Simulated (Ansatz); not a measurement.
The parent structure is MoSi2 (space group I4/mmm, No. 139; a = 3.217 Å, c = 7.875 Å; relaxed with 0.1 eV smearing).

Method: DFT with PBE, PAW potentials and a 420 eV plane-wave cutoff in Ansatz (an electronic-structure program), without spin-orbit coupling.

It is then changed as follows: an isotropic linear strain of +2.50 %, atoms relaxed at fixed cell.

Problem. What happens to the largest internal atomic displacement?

Solution. The largest internal atomic displacement amounts to 0.011 Å.

Problem. How does this affect the energy relative to the base?

Solution. The energy grows by 45 meV/atom.

Stability against distortions was not tested. All final runs are without spin polarisation.
